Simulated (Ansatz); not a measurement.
# TiSi2, pressure series

Base system: TiSi$_{2}$ (space group Cmcm, No. 63).

```xyz
6
Lattice="1.7730 -6.7825 0.0000 1.7730 6.7825 0.0000 0.0000 0.0000 3.5797" Properties=species:S:1:pos:R:3 pbc="T T T"
Si     1.7730    -5.9800     2.6848
Si     1.7730     5.9800     0.8949
Si     1.7730     3.3875     2.6848
Si     1.7730    -3.3875     0.8949
Ti     1.7730    -1.3999     2.6848
Ti     1.7730     1.3999     0.8949
```

Cell and atoms are relaxed at each pressure.

Calculations: PBE (Ansatz, a program for electronic structure), no spin-orbit coupling, earlier PAW set.

Notes on the quantities. enthalpy: H = E + PV relative to the base's energy.

| change | shortest interatomic distance | enthalpy | density |
|---|---|---|---|
| base | 2.404 Å | – | 4.01 g/cm³ |
| pressure −1 GPa | 2.407 Å | -0.09 eV/atom | 3.98 g/cm³ |
| pressure 1.8 GPa | 2.399 Å | +0.16 eV/atom | 4.07 g/cm³ |
| pressure 4.2 GPa | 2.393 Å | +0.37 eV/atom | 4.14 g/cm³ |
| pressure 9 GPa | 2.381 Å | +0.78 eV/atom | 4.27 g/cm³ |
| pressure 18 GPa | 2.362 Å | +1.52 eV/atom | 4.49 g/cm³ |
| pressure 30 GPa | 2.341 Å | +2.45 eV/atom | 4.74 g/cm³ |
| pressure 45 GPa | 2.319 Å | +3.56 eV/atom | 5.01 g/cm³ |
| pressure 60 GPa | 2.300 Å | +4.61 eV/atom | 5.25 g/cm³ |

Load acts through the strain it causes; cell and atoms are relaxed under it. Stability against distortions was not tested. Competing high-pressure phases were not computed. The final runs are not spin-polarised.
